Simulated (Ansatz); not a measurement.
Here is the system:

```yaml
crystal:
  lattice:
    - [3.07595, 0.00000, 0.00000]
    - [-1.53798, 2.66385, 0.00000]
    - [0.00000, 0.00000, 5.04771]
  atoms:
    - { symbol: Si, position: [0.33333, 0.66667, 0.49959] }
    - { symbol: Si, position: [0.66667, 0.33333, 0.99959] }
    - { symbol: C, position: [0.33333, 0.66667, 0.87541] }
    - { symbol: C, position: [0.66667, 0.33333, 0.37541] }
```

All values below come from PBEsol with spin-orbit coupling, rigid bands (plane waves, PAW; Ansatz, a quantum-chemistry and plane-wave program). Geometry: cell and atoms relaxed with PBEsol.

Task: Predict the electron conductivity mass (n e² τ/σ) at 300 K, by direction if it differs.

Result: 0.43 (x), 0.43 (y), 0.26 (z) mₑ.

Task: Predict the hole conductivity mass (n e² τ/σ) at 300 K, by direction if it differs.

Result: 1.20 (x), 1.20 (y), 1.49 (z) mₑ.

Task: And the band gap?

Result: 2.12 eV at this level; semilocal functionals usually fall short of the measured gap.

Rigid bands, one relaxation time for all states, no polarons.
